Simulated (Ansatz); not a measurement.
Base system: KBr in the rock salt structure (space group Fm-3m, No. 225).

```xyz
2
Lattice="0.0000 3.2745 3.2745 3.2745 0.0000 3.2745 3.2745 3.2745 0.0000" Properties=species:S:1:pos:R:3 pbc="T T T"
K      0.0000     0.0000     0.0000
Br     3.2745     3.2745     3.2745
```

Cartesian axes are those of the cell as printed.

Method: Kohn–Sham DFT with the PBEsol functional, run in Ansatz (a quantum-chemistry and plane-wave program) with PAW and 420 eV plane waves, no spin-orbit coupling.

Base values:

| Quantity | Result |
|---|---|
| Valley order | Γ 4.34 eV; X along ⟨100⟩ 5.72 eV |
| Valence-band top at Γ | 0.00, 0.00, 0.00 eV |

One thing is altered: biaxial strain −1.00 %, plane normal [001], relaxed out of plane (Cartesian); in-plane vectors clamped, the third vector and the atoms free.

How does this affect the valley order and valence-band top at Γ?

The valley order (the lowest conduction-band minima on the path, energy above the VBM, named in the base's zone) goes from Γ 4.34 eV; X along ⟨100⟩ 5.72 eV to Γ 4.38 eV; X along [100] 5.69 eV; X along [001] 5.70 eV; the valence-band top at Γ (three highest levels, from the VBM) becomes 0.00, 0.00, -0.01 eV (base: 0.00, 0.00, 0.00 eV).

The levels and masses belong to the bands next to the band gap. Whether these cells are dynamically stable was not tested.
